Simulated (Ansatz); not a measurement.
The reference is NaCaF3 in the cubic perovskite structure (space group Pm-3m, No. 221; a hypothetical phase, not in the database extracts checked).

```xyz
5
Lattice="4.3716 0.0000 0.0000 0.0000 4.3716 0.0000 0.0000 0.0000 4.3716" Properties=species:S:1:pos:R:3 pbc="T T T"
Na     0.0000     0.0000     0.0000
Ca     2.1858     2.1858     2.1858
F      0.0000     2.1858     2.1858
F      2.1858     2.1858     0.0000
F      2.1858     0.0000     2.1858
```

Levels (all Ansatz, a first-principles code, PAW): PBEsol (420 eV, no spin-orbit coupling); HSE06 (420 eV, no spin-orbit coupling).

The geometry is relaxed with PBEsol.

| Quantity | Value |
|---|---|
| PBEsol lowest conduction level above the VBM at special points | Γ 5.11 eV; X 7.24 eV; M 8.28 eV |

With HSE06 at the same geometry, the lowest conduction level above the VBM at special points goes from Γ 5.11 eV; X 7.24 eV; M 8.28 eV to Γ 7.12 eV; X 9.26 eV; M 10.36 eV.

Single points use the geometry relaxed with PBEsol. The hybrid gap comes from the SCF mesh plus the semilocal run's edge points and a few special points and is an upper bound. The levels and masses belong to the bands next to the band gap. No phonon test of stability was made. Many cubic perovskites are stable only at high temperature; tilts and polar distortions were not tested.
